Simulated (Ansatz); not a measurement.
Formation energies of neutral defects against the elements (graphite for carbon, diatomic gases, S8), in zinc-blende BN (eV), each at one geometry relaxed with PBE and evaluated in Ansatz (a quantum-chemistry and plane-wave program) with PBE, r2SCAN. Cell and caveats: 64-site cell; 2×2×2 shifted k-points; charged states image-corrected; no spin–orbit coupling; no Hubbard U; not converged in cell size; flagged in the runs: for some of the defects a doubtful potential alignment, host ions not shown at rest.

```json
[
 {"defect": "H on the N site", "PBE": "7.63", "r2SCAN": "8.19"},
 {"defect": "Sb on the N site", "PBE": "16.95", "r2SCAN": "17.50"},
 {"defect": "Mn on the B site", "PBE": "6.83", "r2SCAN": "6.73"},
 {"defect": "Eu on the B site", "PBE": "12.64", "r2SCAN": "12.42"},
 {"defect": "Bi on the N site", "PBE": "20.35", "r2SCAN": "20.96"},
 {"defect": "As on the N site", "PBE": "9.69", "r2SCAN": "9.86"},
 {"defect": "Ti on the B site", "PBE": "6.56", "r2SCAN": "6.13"},
 {"defect": "Ca on the B site", "PBE": "11.25", "r2SCAN": "11.24"},
 {"defect": "Si on the N site", "PBE": "11.55", "r2SCAN": "12.11"}
]
```

PBE less r2SCAN: over the 9 rows with both numbers (drawn at random from the settled rows of this host; unsettled states are left out), mean -0.19 eV, median -0.17 eV, mean size 0.35 eV, from -0.61 to 0.43 eV.
